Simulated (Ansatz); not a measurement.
Consider the following.

```yaml
crystal:
  lattice:
    - [-1.60609, 1.58953, 1.55800]
    - [1.59104, -1.55689, 1.51030]
    - [1.60435, 1.55514, -1.52535]
  atoms:
    - { symbol: W, position: [0.00000, 0.00000, 0.00000] }
```

No spin polarisation.

Method: r2SCAN/PAW in Ansatz (an electronic-structure program), no spin-orbit coupling, earlier PAW set. Γ-centred 29×29×29 mesh, Fermi–Dirac width 0.1 eV.

Problem. Predict the band gap.

Solution. Zero.

Problem. What stress (xx, yy, zz, yz, xz, xy; compression positive) does the calculation give?

Solution. (4.5, 10.0, 19.5, -3.3, 1.5, 0.1) GPa.

Problem. Predict the space group.

Solution. P-1 (No. 2).

The cells carry an imposed strain or load. No phonon test of stability was made. All final runs are without spin polarisation. The cell was made from W in the bcc (W type) structure (space group Im-3m, No. 229) by this change: strain tensor (xx, yy, zz, yz, xz, xy) = (+0.82, −0.78, −3.19, +1.03, −0.48, −0.06) %.
